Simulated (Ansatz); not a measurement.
A set of cells, compared by their Bader charge of Al.

Cell A: a stack of composition Al54In24As20H6 built on Al (fcc, Fm-3m) (100), with 54 atoms on that crystal's sites, 104 atoms, square cell of 8.57 Å (73.5 Å²), symmetry Pm within 0.02 Å, 30.2 Å thick under 15 Å of vacuum, in-plane vectors held at the crystal's, which may strain the added film; planes from bottom to top: H3 | In3H3 | In | As4 | In4 | As4 | In4 | As4 | In4 | As4 | In4 | As4 | In4 | Al9 × 6, its two faces unlike (dipole correction applied); spin state with PBE: run without spin, k-point mesh 4×4×1.
```
CELL_PARAMETERS angstrom
      8.57249     0.00000     0.00000
      0.00000     8.57249     0.00000
      0.00000     0.00000    45.12232
ATOMIC_POSITIONS crystal
  In 0.94651 0.99047 0.55026
  In 0.55349 0.99047 0.55026
  In 0.94642 0.49190 0.54928
  In 0.55358 0.49190 0.54928
  As 0.99557 0.24017 0.51475
  As 0.50443 0.24017 0.51475
  As 0.99515 0.74259 0.51507
  As 0.50485 0.74259 0.51507
  In 0.25000 0.24240 0.48034
  In 0.75000 0.24120 0.47859
  In 0.25000 0.74230 0.48019
  In 0.75000 0.74289 0.47836
  As 0.25000 0.99258 0.44507
  As 0.75000 0.99246 0.44351
  As 0.25000 0.49224 0.44507
  As 0.75000 0.49176 0.44397
  In 0.00207 0.99233 0.40926
  In 0.49793 0.99233 0.40926
  In 0.00076 0.49262 0.40951
  In 0.49924 0.49262 0.40951
  As 0.00101 0.24311 0.37443
  As 0.49899 0.24311 0.37443
  As 0.00007 0.74199 0.37442
  As 0.49993 0.74199 0.37442
  In 0.25000 0.24691 0.33926
  In 0.75000 0.24319 0.33957
  In 0.25000 0.73990 0.33965
  In 0.75000 0.74529 0.33925
  As 0.25000 0.99228 0.30564
  As 0.75000 0.99513 0.30409
  As 0.25000 0.49392 0.30371
  As 0.75000 0.49348 0.30456
  In 0.00491 0.98185 0.26998
  In 0.49509 0.98185 0.26998
  In 0.99722 0.49306 0.26906
  In 0.50278 0.49306 0.26906
  As 0.02432 0.23901 0.23525
  As 0.47568 0.23901 0.23525
  As 0.00719 0.73996 0.23372
  As 0.49281 0.73996 0.23372
  In 0.25000 0.29514 0.19343
  In 0.75000 0.17777 0.21608
  In 0.25000 0.80206 0.19745
  In 0.75000 0.76157 0.20213
  H  0.25000 0.21224 0.15868
  H  0.25000 0.49599 0.20122
  H  0.75000 0.99188 0.19405
  H  0.25000 0.72139 0.16231
  H  0.25000 0.00794 0.20193
  H  0.75000 0.69111 0.16602
  Al 0.08881 0.09029 0.60314
  Al 0.08876 0.41861 0.60329
  Al 0.08558 0.75379 0.59958
  Al 0.41119 0.09029 0.60314
  Al 0.41124 0.41861 0.60329
  Al 0.41442 0.75379 0.59958
  Al 0.75000 0.09289 0.60063
  Al 0.75000 0.41672 0.60052
  Al 0.75000 0.75356 0.59947
  Al 0.25000 0.25381 0.64896
  Al 0.25000 0.58958 0.64678
  Al 0.25000 0.91810 0.64652
  Al 0.58373 0.25409 0.64684
  Al 0.58340 0.58754 0.64577
  Al 0.58330 0.92016 0.64567
  Al 0.91627 0.25409 0.64684
  Al 0.91660 0.58754 0.64577
  Al 0.91670 0.92016 0.64567
  Al 0.08186 0.08508 0.69175
  Al 0.08190 0.42204 0.69180
  Al 0.08163 0.75374 0.69158
  Al 0.41814 0.08508 0.69175
  Al 0.41810 0.42204 0.69180
  Al 0.41837 0.75374 0.69158
  Al 0.75000 0.08541 0.69126
  Al 0.75000 0.42173 0.69128
  Al 0.75000 0.75376 0.69126
  Al 0.25000 0.25353 0.73509
  Al 0.25000 0.58699 0.73530
  Al 0.25000 0.92003 0.73529
  Al 0.58357 0.25350 0.73518
  Al 0.58401 0.58698 0.73539
  Al 0.58405 0.92005 0.73538
  Al 0.91643 0.25350 0.73518
  Al 0.91599 0.58698 0.73539
  Al 0.91595 0.92005 0.73538
  Al 0.08331 0.08675 0.78089
  Al 0.08341 0.41999 0.78089
  Al 0.08280 0.75340 0.78101
  Al 0.41669 0.08675 0.78089
  Al 0.41659 0.41999 0.78089
  Al 0.41720 0.75340 0.78101
  Al 0.75000 0.08669 0.78078
  Al 0.75000 0.42002 0.78077
  Al 0.75000 0.75343 0.78096
  Al 0.25000 0.25320 0.82703
  Al 0.25000 0.58713 0.82712
  Al 0.25000 0.91956 0.82714
  Al 0.58410 0.25327 0.82694
  Al 0.58341 0.58667 0.82690
  Al 0.58330 0.91999 0.82690
  Al 0.91590 0.25327 0.82694
  Al 0.91659 0.58667 0.82690
  Al 0.91670 0.91999 0.82690
```

Cell B: a stack of composition Al54In24As24H6 built on Al (fcc, Fm-3m) (100), with 54 atoms on that crystal's sites, 108 atoms, square cell of 8.57 Å (73.5 Å²), symmetry Pm within 0.02 Å, 31.1 Å thick under 15 Å of vacuum, in-plane vectors held at the crystal's, which may strain the added film; planes from bottom to top: H4 | In4H2 | As4 | In4 | As4 | In4 | As4 | In4 | As4 | In4 | As4 | In4 | As4 | Al9 × 6, its two faces unlike (dipole correction applied); spin state with PBE: run without spin, k-point mesh 4×4×1.
```yaml
crystal:
  lattice:
    - [8.57249, 0.00000, 0.00000]
    - [0.00000, 8.57249, 0.00000]
    - [0.00000, 0.00000, 46.33650]
  atoms:
    - { symbol: As, position: [0.97141, 0.99946, 0.57109] }
    - { symbol: As, position: [0.52404, 0.99926, 0.57114] }
    - { symbol: As, position: [0.97141, 0.50054, 0.57109] }
    - { symbol: As, position: [0.52404, 0.50074, 0.57114] }
    - { symbol: In, position: [0.99617, 0.25000, 0.53537] }
    - { symbol: In, position: [0.49601, 0.25000, 0.53553] }
    - { symbol: In, position: [0.99167, 0.75000, 0.53461] }
    - { symbol: In, position: [0.49998, 0.75000, 0.53468] }
    - { symbol: As, position: [0.24639, 0.25000, 0.50131] }
    - { symbol: As, position: [0.74570, 0.25000, 0.50084] }
    - { symbol: As, position: [0.24600, 0.75000, 0.50163] }
    - { symbol: As, position: [0.74559, 0.75000, 0.49978] }
    - { symbol: In, position: [0.24610, 0.00069, 0.46687] }
    - { symbol: In, position: [0.74521, 0.00329, 0.46610] }
    - { symbol: In, position: [0.24610, 0.49931, 0.46687] }
    - { symbol: In, position: [0.74521, 0.49671, 0.46610] }
    - { symbol: As, position: [0.99681, 0.99974, 0.43268] }
    - { symbol: As, position: [0.49438, 0.99972, 0.43239] }
    - { symbol: As, position: [0.99681, 0.50026, 0.43268] }
    - { symbol: As, position: [0.49438, 0.50028, 0.43239] }
    - { symbol: In, position: [0.99643, 0.25000, 0.39857] }
    - { symbol: In, position: [0.49409, 0.25000, 0.39818] }
    - { symbol: In, position: [0.99576, 0.75000, 0.39849] }
    - { symbol: In, position: [0.49479, 0.75000, 0.39809] }
    - { symbol: As, position: [0.24411, 0.25000, 0.36415] }
    - { symbol: As, position: [0.74623, 0.25000, 0.36462] }
    - { symbol: As, position: [0.24413, 0.75000, 0.36420] }
    - { symbol: As, position: [0.74627, 0.75000, 0.36445] }
    - { symbol: In, position: [0.24402, 0.99992, 0.33007] }
    - { symbol: In, position: [0.74582, 0.00031, 0.33038] }
    - { symbol: In, position: [0.24402, 0.50008, 0.33007] }
    - { symbol: In, position: [0.74582, 0.49969, 0.33038] }
    - { symbol: As, position: [0.99422, 0.00004, 0.29578] }
    - { symbol: As, position: [0.49545, 0.00004, 0.29673] }
    - { symbol: As, position: [0.99422, 0.49996, 0.29578] }
    - { symbol: As, position: [0.49545, 0.49996, 0.29673] }
    - { symbol: In, position: [0.99473, 0.25000, 0.26164] }
    - { symbol: In, position: [0.49500, 0.25000, 0.26284] }
    - { symbol: In, position: [0.99464, 0.75000, 0.26165] }
    - { symbol: In, position: [0.49513, 0.75000, 0.26286] }
    - { symbol: As, position: [0.24753, 0.25000, 0.22826] }
    - { symbol: As, position: [0.74219, 0.25000, 0.22825] }
    - { symbol: As, position: [0.24757, 0.75000, 0.22829] }
    - { symbol: As, position: [0.74219, 0.75000, 0.22824] }
    - { symbol: In, position: [0.27365, 0.99993, 0.19495] }
    - { symbol: In, position: [0.71512, 0.00001, 0.19495] }
    - { symbol: In, position: [0.27365, 0.50007, 0.19495] }
    - { symbol: In, position: [0.71512, 0.49999, 0.19495] }
    - { symbol: H, position: [0.49439, 0.99992, 0.18886] }
    - { symbol: H, position: [0.18881, 0.99984, 0.16102] }
    - { symbol: H, position: [0.79864, 0.00000, 0.16091] }
    - { symbol: H, position: [0.49439, 0.50008, 0.18886] }
    - { symbol: H, position: [0.18881, 0.50016, 0.16102] }
    - { symbol: H, position: [0.79864, 0.50000, 0.16091] }
    - { symbol: Al, position: [0.09364, 0.08961, 0.61637] }
    - { symbol: Al, position: [0.09364, 0.41039, 0.61637] }
    - { symbol: Al, position: [0.08672, 0.75000, 0.61125] }
    - { symbol: Al, position: [0.40341, 0.08964, 0.61649] }
    - { symbol: Al, position: [0.40341, 0.41036, 0.61649] }
    - { symbol: Al, position: [0.41084, 0.75000, 0.61119] }
    - { symbol: Al, position: [0.74811, 0.08278, 0.60546] }
    - { symbol: Al, position: [0.74811, 0.41722, 0.60546] }
    - { symbol: Al, position: [0.74882, 0.75000, 0.61292] }
    - { symbol: Al, position: [0.24870, 0.25000, 0.66145] }
    - { symbol: Al, position: [0.24885, 0.58545, 0.65765] }
    - { symbol: Al, position: [0.24885, 0.91455, 0.65765] }
    - { symbol: Al, position: [0.58565, 0.25000, 0.65537] }
    - { symbol: Al, position: [0.58245, 0.58030, 0.65537] }
    - { symbol: Al, position: [0.58245, 0.91970, 0.65537] }
    - { symbol: Al, position: [0.91213, 0.25000, 0.65535] }
    - { symbol: Al, position: [0.91537, 0.58029, 0.65539] }
    - { symbol: Al, position: [0.91537, 0.91971, 0.65539] }
    - { symbol: Al, position: [0.07893, 0.08087, 0.70075] }
    - { symbol: Al, position: [0.07893, 0.41913, 0.70075] }
    - { symbol: Al, position: [0.07845, 0.75000, 0.70015] }
    - { symbol: Al, position: [0.41907, 0.08093, 0.70074] }
    - { symbol: Al, position: [0.41907, 0.41907, 0.70074] }
    - { symbol: Al, position: [0.41955, 0.75000, 0.70014] }
    - { symbol: Al, position: [0.74905, 0.08166, 0.69933] }
    - { symbol: Al, position: [0.74905, 0.41834, 0.69933] }
    - { symbol: Al, position: [0.74908, 0.75000, 0.69919] }
    - { symbol: Al, position: [0.24915, 0.25000, 0.74235] }
    - { symbol: Al, position: [0.24914, 0.58255, 0.74284] }
    - { symbol: Al, position: [0.24914, 0.91745, 0.74284] }
    - { symbol: Al, position: [0.58228, 0.25000, 0.74266] }
    - { symbol: Al, position: [0.58342, 0.58348, 0.74304] }
    - { symbol: Al, position: [0.58342, 0.91652, 0.74304] }
    - { symbol: Al, position: [0.91595, 0.25000, 0.74267] }
    - { symbol: Al, position: [0.91484, 0.58350, 0.74305] }
    - { symbol: Al, position: [0.91484, 0.91650, 0.74305] }
    - { symbol: Al, position: [0.08232, 0.08294, 0.78710] }
    - { symbol: Al, position: [0.08232, 0.41706, 0.78710] }
    - { symbol: Al, position: [0.08218, 0.75000, 0.78737] }
    - { symbol: Al, position: [0.41619, 0.08295, 0.78710] }
    - { symbol: Al, position: [0.41619, 0.41705, 0.78710] }
    - { symbol: Al, position: [0.41634, 0.75000, 0.78736] }
    - { symbol: Al, position: [0.74927, 0.08330, 0.78718] }
    - { symbol: Al, position: [0.74927, 0.41670, 0.78718] }
    - { symbol: Al, position: [0.74928, 0.75000, 0.78769] }
    - { symbol: Al, position: [0.24929, 0.25000, 0.83167] }
    - { symbol: Al, position: [0.24934, 0.58324, 0.83195] }
    - { symbol: Al, position: [0.24934, 0.91676, 0.83195] }
    - { symbol: Al, position: [0.58296, 0.25000, 0.83181] }
    - { symbol: Al, position: [0.58224, 0.58267, 0.83203] }
    - { symbol: Al, position: [0.58224, 0.91733, 0.83203] }
    - { symbol: Al, position: [0.91567, 0.25000, 0.83182] }
    - { symbol: Al, position: [0.91639, 0.58264, 0.83204] }
    - { symbol: Al, position: [0.91639, 0.91736, 0.83204] }
```

Computed with Ansatz (plane waves, PAW), its default PAW set, cutoff 420 eV. The structures are at rest with PBE, within the held lattices. Neutral cells; Fermi-Dirac smearing of at most 0.10 eV in the solids, energies taken to zero width. Larger cells are relaxed from a start prepared with the learned potential CHGNet, on a coarser mesh till forces fall under 0.03 eV/Å, which some starts already meet. The structures are the rest points that the relaxations reached, not proven lowest. Spin-orbit coupling is left out. No correction for cell size. A dispersion term ran beside these levels; it doesn't touch the electrons. Electrons of density maxima off the nuclei are shared among the atoms. Mean over the atoms, with the range where they differ; positive means electrons lost.

### Question
What does PBE give for the Bader charge of Al of each cell (e)?

### Answer
| system | PBE |
|---|---|
| A | 0.01 (-0.04 to 0.12) |
| B | 0.07 (-0.05 to 0.80) |

With PBE the value of B exceeds that of A by 0.06 e.

Ansatz is a first-principles code.
